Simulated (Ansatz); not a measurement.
**MoSi2: element substitutions**

Start from MoSi$_{2}$ (space group I4/mmm, No. 139).

```yaml
crystal:
  lattice:
    - [-1.59511, 1.59511, 3.91030]
    - [1.59511, -1.59511, 3.91030]
    - [1.59511, 1.59511, -3.91030]
  atoms:
    - { symbol: Mo, position: [0.00000, 0.00000, 0.00000] }
    - { symbol: Si, position: [0.33509, 0.33509, 0.00000] }
    - { symbol: Si, position: [0.66491, 0.66491, 0.00000] }
```

Each row replaces one element on all its sites; cell and atoms are relaxed.

Level of theory: Ansatz (a first-principles code), PBEsol, PAW, cutoff 420 eV, no spin-orbit coupling.

```json
[
 {"variant": "base", "c/a ratio": "2.451", "shortest interatomic distance": "2.579 Å", "density": "6.35 g/cm³"},
 {"variant": "Mo → W", "c/a ratio": "2.440", "shortest interatomic distance": "2.587 Å", "density": "9.94 g/cm³"},
 {"variant": "Mo → Zr", "c/a ratio": "2.792", "shortest interatomic distance": "2.557 Å", "density": "5.08 g/cm³"},
 {"variant": "Si → Pb", "c/a ratio": "2.682", "shortest interatomic distance": "2.980 Å", "density": "13.13 g/cm³"}
]
```

Whether these cells are dynamically stable was not tested. As relaxed here, ZrSi2 and MoPb2 are hypothetical phases, not in the database extracts checked. The final runs are not spin-polarised. ZrSi2 and MoPb2 have a high density of states at the Fermi level and may be magnetic at this level.
